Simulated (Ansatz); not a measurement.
The starting structures come from a database of crystals and need not be the phases stable at ambient conditions.

 Where the default PAW files enter, the runs use the earlier of Ansatz's two default sets.

**Evanescent states of LaF₃ (P6_3/mmc, not sure to be the ambient phase, 8 atoms a cell, 13.7 Å³ an atom) along the normal of (001)**

All values below come from r2SCAN (plane waves, PAW; Ansatz, a quantum-chemistry and plane-wave program).

The gap is the functional's own. No spin-orbit coupling. Mid-gap values are interpolated on the energy grid.

Energies count from the valence-band top; κ is the least over a 12×12 mesh across the current.

| E (eV) | κ (1/Å) | where |
|---|---|---|
| 0.15 | 0.142 | Γ |
| 0.47 | 0.237 | Γ |
| 0.78 | 0.296 | Γ |
| 1.08 | 0.341 | Γ |
| 1.40 | 0.376 | Γ |
| 1.71 | 0.404 | Γ |
| 2.02 | 0.427 | Γ |
| 2.33 | 0.447 | Γ |
| 2.63 | 0.463 | Γ |
| 2.94 | 0.476 | Γ |
| 3.25 | 0.487 | Γ |
| 3.56 | 0.495 | Γ |
| 3.88 | 0.500 | Γ |
| 4.18 | 0.504 | Γ |
| 4.50 | 0.505 | Γ |
| 4.80 | 0.504 | Γ |
| 5.12 | 0.501 | Γ |
| 5.42 | 0.495 | Γ |
| 5.74 | 0.486 | Γ |
| 6.04 | 0.474 | Γ |
| 6.36 | 0.458 | Γ |
| 6.67 | 0.437 | Γ |

How thick must the barrier be to attenuate the transmission by 10^6 when the electrodes' Fermi level lies at 2.02 eV, and what attenuation does that film give at 1.71 eV?

d = 6 ln 10 / (2 × 0.427) = 16.2 Å. At 1.71 eV it gives 6 × 0.404/0.427 = 5.7 decades.
